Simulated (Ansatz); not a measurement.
Defect: interstitial Lu in monoclinic HfO2, charge state +3. The step: several atoms move together, Lu the farthest; the atom moves 1.42 Å along (0.25, -0.08, 0.12) of the unit cell; the moving atom starts with neighbours O at 2.06, O at 2.08, O at 2.16, O at 2.19, O at 2.24, O at 2.40, O at 2.59 Å and ends with O at 2.06, O at 2.08, O at 2.16, O at 2.19, O at 2.24, O at 2.40, O at 2.59 Å. DFT values are from Ansatz (plane-wave PAW, 420 eV unless said) in a cell of 96 host sites, spin-restricted, static, with no finite-size correction. The charge state is imposed; whether it is stable for some Fermi level was not computed. Sites that were not tried may lie lower. For the PBE band: the saddle point's order was not checked, and it lies on a symmetry element of the cell, where a band can be held.

```csv
Level,Forward barrier (eV),Cost of the band or of the saddle's single point
"CHGNet universal potential (has no charge state), its own band",0.34,-
"PBE, the Γ point alone, band relaxed",0.57,about 50 core-minutes (a rough figure)
"PBE, a 2×2×2 k-point mesh shifted by half a step, same geometries",0.58,about 18 core-minutes (a rough figure)
"r2SCAN at 500 eV, the Γ point alone, same geometries",0.66,roughly 4 core-minutes
```

Ansatz is a program for electronic structure.
